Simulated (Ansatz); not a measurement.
Input and output of a self-consistent single point for GaSb (F-43m, 2 atoms in the cell) (Ansatz, a program for electronic structure).

Method of the run: PBE, PAW files (plane waves; Ansatz).

The change in words: lattice scaled by 0.98. Reference geometry:
```
GaSb
1.0
    0.00000     3.14195     3.14195
    3.14195     0.00000     3.14195
    3.14195     3.14195     0.00000
Ga Sb
1 1
Direct
  0.00000   0.00000   0.00000
  0.75000   0.75000   0.75000
```

Reference input (self-consistent single point, DFT, PBE, plane waves, PAW files): kpoints.mp_grid.grid = 9 9 9; hamiltonian.xc = pbe; hamiltonian.pseudopotentials = {kind: paw} (an earlier, softer set of the program's PAW files); scf.occupations.method = gaussian; scf.occupations.width = 0.1 eV. This run's input differs from it in these lines:

```diff
@@ -3,5 +3,5 @@
   lattice:
-    - [0.000000, 3.141945, 3.141945]
-    - [3.141945, 0.000000, 3.141945]
-    - [3.141945, 3.141945, 0.000000]
+    - [0.000000, 3.079106, 3.079106]
+    - [3.079106, 0.000000, 3.079106]
+    - [3.079106, 3.079106, 0.000000]
   atoms:
```

The program printed (abridged):

```
SCF iter   1: F=—  HF=-10267.970844 eV  |F-HF|=—  |Δ(HF+E_count)|=         —  Δρ=3.15e-2  dr2=4.05e-1  ethr=3.10e-3  ⟨swp⟩=6.0  Hψ=3318  notcnv=0
all-band conjugate gradients solve this SCF's bands
preconditioner: auto → none
SCF iter   2: F=—  HF=-10267.923681 eV  |F-HF|=—  |Δ(HF+E_count)|=   4.72e-2  Δρ=1.44e-2  dr2=7.30e-2  ethr=1.45e-3  ⟨swp⟩=2.1  Hψ=1052  notcnv=0
SCF iter   3: F=—  HF=-10267.930263 eV  |F-HF|=—  |Δ(HF+E_count)|=   6.58e-3  Δρ=5.87e-3  dr2=1.91e-2  ethr=2.61e-4  ⟨swp⟩=2.0  Hψ=1085  notcnv=0
SCF iter   4: F=—  HF=-10267.921088 eV  |F-HF|=—  |Δ(HF+E_count)|=   9.17e-3  Δρ=8.39e-4  dr2=1.94e-4  ethr=6.80e-5  ⟨swp⟩=2.0  Hψ=1083  notcnv=0
SCF iter   5: F=—  HF=-10267.921158 eV  |F-HF|=—  |Δ(HF+E_count)|=   6.94e-5  Δρ=3.51e-4  dr2=2.74e-5  ethr=6.94e-7  ⟨swp⟩=2.5  Hψ=1066  notcnv=0
SCF iter   6: F=—  HF=-10267.921172 eV  |F-HF|=—  |Δ(HF+E_count)|=   1.43e-5  Δρ=4.08e-5  dr2=6.73e-7  ethr=9.78e-8  ⟨swp⟩=2.0  Hψ=1121  notcnv=0
SCF iter   7: F=-10267.921172 eV  HF=-10267.921172 eV  |F-HF|=7.05e-8  |Δ(HF+E_count)|=   1.87e-8  Δρ=8.26e-6  dr2=3.67e-8  ethr=3.57e-10  ⟨swp⟩=7.0  Hψ=3353  notcnv=0
SCF 1 converged in 7 iterations: F = -10267.921172 eV  dr2 = 3.67e-8
Free energy (F): -10267.921172 eV
Internal energy: -10267.920944 eV  (E = F + TS)
E sigma→0 (E₀):  -10267.921058 eV
Entropy (-TS):   -0.000228 eV (-0.114 meV/atom)
Fermi energy:    7.599875 eV
--- Forces (eV/Å), atoms counted from 1 ---
  atom   1  Ga     0.00000000    -0.00000000     0.00000000
  atom   2  Sb     0.00000000     0.00000000    -0.00000000
--- Stress (GPa, compression-positive) ---
        1.309279       0.000000      -0.000000
        0.000000       1.309279       0.000000
       -0.000000       0.000000       1.309279
  P = ⅓ Tr σ = 1.3093 GPa (13.093 kbar)
  The stress holds the Pulay correction. Without it, at fixed plane waves, as pw.x and ABINIT print it: P = 1.2867 GPa
```

The run converged in 7 iterations. Against the reference run the free energy falls by 1.3 meV/atom and the pressure goes from -1.38 to 1.31 GPa.

The starting cell comes from a database of computed structures (which also holds hypothetical and non-ambient phases and stackings), without a prior relaxation at this level. Its lattice was rescaled by a random factor within 2.5 % of one. For this run, on top of that: lattice scaled by 0.98. Ansatz's pressure includes its estimate of the finite-basis (Pulay) stress. The run gives no clean gap (levels at the Fermi energy touch, overlap or are partly filled at this smearing), which alone does not show that the compound is a metal.

Keys are those of Ansatz 0.2.
